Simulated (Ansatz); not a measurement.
CuI (P4/nmm), r2SCAN+D4 with spin-orbit coupling, rigid bands run with Ansatz (an electronic-structure program). Band gap 1.89 eV, N_c = 3.09e18 cm⁻³ and N_v = 1.35e19 cm⁻³ at 300 K, conductivity masses along z (a = (4.07, 0.00, 0.00) Å; b = (0.00, 4.07, 0.00) Å; c = (0.00, 0.00, 6.41) Å) of 0.254 mₑ (electrons) and 1.21 mₑ (holes). Take k_BT = 0.02585 eV.

Question: Find the intrinsic carrier density and the intrinsic Fermi level.

Answer: n_i = √(N_c N_v) exp(−E_g/2k_BT) = 6.46e18 × exp(−36.55) = 8.6e2 cm⁻³. The level lies (k_BT/2) ln(N_v/N_c) = 19 meV from mid-gap (positive towards the conduction band). Each 0.1 eV added to the gap lowers n_i by a factor of 6.9.

Question: What thermal injection velocity √(2k_BT/πm) limits a ballistic channel along the direction named?

Answer: 1.07e7 cm/s for electrons and 4.89e6 cm/s for holes, a ratio of √(m_h/m_e) = 2.18, for dilute carriers.

Question: A film of it is 8 nm thick, with its normal along the direction named. Estimate the confinement energies in an infinite well.

Answer: ħ²π²/(2m t²) = 0.376 eV·nm²/(m/mₑ × t²) gives 23.1 meV for electrons and 4.86 meV for holes, so the gap would widen to about 1.92 eV. Finite barriers and nonparabolic bands lower this, and with several valleys or bands the heaviest mass along the normal sets the lowest level, not this average.

Rigid bands with the computed gap; masses take one relaxation time for all states. Geometry: cell and atoms relaxed with r2SCAN+D4.

Computed structure with no diffraction record at hand here (it may be known, metastable or hypothetical): CuI (P4/nmm).
